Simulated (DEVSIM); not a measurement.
Structure: illuminated Si p-on-n cell, one wavelength, with a back-surface field, at 300 K.

| layer (left to right) | material | thickness (μm) | Nd (cm⁻³) | Na (cm⁻³) | τn (s) | τp (s) | absorption coefficient (cm⁻¹) |
|---|---|---|---|---|---|---|---|
| 1 | Si | 0.0840 | - | 2.3e18 | 7.2e-5 | 1.2e-5 | 24000 |
| 2 | Si | 200 | 6.3e15 | - | 0.00019 | 0.00019 | 24000 |
| 3 | Si | 0.220 | 1e18 | - | 0.00019 | 0.00019 | 24000 |

Left contact: ohmic, minority electron recombination velocity 20000 cm/s. Right contact: ohmic, minority hole recombination velocity 2e5 cm/s. Voltage is applied to the left contact. Recombination: SRH at mid-gap, radiative, Auger. Gap narrowing is on: ΔEg = 6.92 meV × (l + √(l² + 0.5)), l = ln(N/1.3e17 cm⁻³), shared equally by both band edges. Light enters at the left, 2.3e16 photons cm⁻² s⁻¹, one pass, no reflection. Mobility is μmin + (μ − μmin)/(1 + (N/Nref)^α).

Constants are typed, rounded textbook-type inputs, not results; the design itself was drawn at random and stands for no fabricated device. Values at 300 K; Nc and Nv go as T^1.5, mobilities as T to minus their exponent, the gap by Varshni's rule with the affinity fixed.

```tsv
parameter	Si
gap (eV)	1.124
affinity (eV)	4.05
permittivity	11.7
Nc (cm⁻³)	2.86e19
Nv (cm⁻³)	3.1e19
μn (cm²/Vs)	1417
μp (cm²/Vs)	470
μn,min	52
μp,min	45
Nref,n	9.7e16
Nref,p	2.2e17
αn	0.68
αp	0.72
T exponent of μn	2.3
T exponent of μp	2.2
B (cm³/s)	4.7e-15
Cn (cm⁶/s)	2.8e-31
Cp (cm⁶/s)	9.9e-32
Varshni α (eV/K)	0.000473
Varshni β (K)	636
```

Model (solved in DEVSIM): 1D drift-diffusion, Boltzmann statistics, complete ionisation; no tunnelling, impact ionisation, image-force lowering or self-heating.

Base results: dark forward voltage at 1 A/cm² (V) 0.704; short-circuit current (mA/cm²) 3.67; potential step across the device at zero bias (V) 0.935; dark forward voltage at 100 A/cm² (V) 0.939.

### Question
What follows from this one change: temperature 300 → 350 K?

### Answer
dark forward voltage at 1 A/cm² 0.704 → 0.615 V; short-circuit current little changed (3.67 mA/cm²); potential step across the device at zero bias 0.935 → 0.882 V; dark forward voltage at 100 A/cm² 0.939 → 0.901 V.

### Question
What follows from this one change: thickness of layer 1 0.084 → 0.42 μm?

### Answer
dark forward voltage at 1 A/cm² little changed (0.706 V); short-circuit current 3.67 → 3.49 mA/cm²; potential step across the device at zero bias little changed (0.935 V); dark forward voltage at 100 A/cm² little changed (0.937 V).

### Question
What follows from this one change: thickness of layer 2 200 → 70 μm?

### Answer
dark forward voltage at 1 A/cm² 0.704 → 0.688 V; short-circuit current little changed (3.67 mA/cm²); potential step across the device at zero bias little changed (0.935 V); dark forward voltage at 100 A/cm² 0.939 → 0.856 V.

### Question
What follows from this one change: doping Nd of layer 3 1e+18 → 3e+16 cm^-3?

### Answer
dark forward voltage at 1 A/cm² little changed (0.700 V); short-circuit current little changed (3.67 mA/cm²); potential step across the device at zero bias 0.935 → 0.859 V; dark forward voltage at 100 A/cm² 0.939 → 0.972 V.

### Question
What follows from this one change: constant mobility in place of the doping-dependent one?

### Answer
dark forward voltage at 1 A/cm² little changed (0.701 V); short-circuit current little changed (3.68 mA/cm²); potential step across the device at zero bias little changed (0.935 V); dark forward voltage at 100 A/cm² 0.939 → 0.932 V.
